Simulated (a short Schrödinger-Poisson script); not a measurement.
Structure: MOS inversion layer, Al2O3 on p-type Si(100), at 400 K.

From the gate side: 5.4 nm Al2O3; 480 nm Si, acceptors 7.9e17 cm⁻³.

The device is made up for the run: typed textbook-type constants, with dimensions and the other settings drawn at random. Al2O3: permittivity 9, conduction-band edge (eV) 2.7, gap (eV) 6.8, electron mass (mₑ) 0.3. Si: permittivity 11.7, conduction-band edge (eV) 0, gap (eV) 1.124, Nv at 300 K (cm⁻³) 3.1e19.

Channel valleys (confinement mass, in-plane density-of-states mass, number): Δ2 0.916, 0.19, 2; Δ4 0.19, 0.417, 4. At the gate the conduction-band edge of layer 1 lies 2.9 eV − eVg above the Fermi level of the channel; the field vanishes at the back. Gaps are held at their typed values at every temperature. Mesh 0.03 nm at interfaces.

Solved with a short Schrödinger-Poisson script written for these runs: 1D Poisson equation in equilibrium, electrons quantum, Hartree (BenDaniel-Duke, 12 states a valley, the channel's in-plane mass for all, wave functions ending at the dielectric), parabolic valleys, classical holes, full ionisation, no traps, pinning or gate leakage.

```csv
Vg (V),electrons (cm⁻²),C (μF/cm²),Δ2 E0 (meV from the Fermi level),Δ4 E0 (meV from the Fermi level)
0.3,1.81e9,0.252,297.6,362.5
0.4,1.70e10,0.284,219.1,286.6
0.5,1.24e11,0.500,149.1,219.3
0.6,4.63e11,0.811,102.0,175.4
0.7,9.91e11,0.984,73.7,150.6
0.8,1.61e12,1.07,54.6,135.1
0.9,2.28e12,1.12,40.4,124.3
1,2.99e12,1.16,28.8,116.1
1.1,3.71e12,1.18,19.1,109.6
1.2,4.45e12,1.20,10.5,104.3
1.3,5.19e12,1.21,2.8,99.7
1.4,5.95e12,1.22,-4.3,95.7
1.5,6.71e12,1.23,-10.8,92.2
1.6,7.48e12,1.24,-16.9,89.0
1.7,8.26e12,1.25,-22.7,86.0
1.8,9.03e12,1.25,-28.2,83.3
1.9,9.82e12,1.26,-33.6,80.8
2,1.06e13,1.26,-38.7,78.5
```

Gate voltages with under 1e9 electrons/cm² are left out.

Problem. At Vg = 2 V the lowest Δ2 subband lies at -38.7 meV from the Fermi level. How many electrons does it hold, and what share of all?

Solution. The two-dimensional density of states is g m/(πħ²) = 1.59e11 cm⁻² meV⁻¹ (both spins), kT = 34.5 meV, so n = D kT ln(1 + exp(−E/kT)) = 7.68e12 cm⁻², 0.72 of the 1.06e13 cm⁻² in all.

Problem. Compare the slope of the sheet density between 1.8 and 2 V with the geometric capacitance of the layers between gate and channel.

Solution. q Δn/ΔV = 1.26 μF/cm²; ε0/Σ(t/ε) = 1.48 μF/cm². The ratio is 0.85: the channel acts as a further capacitance in series.
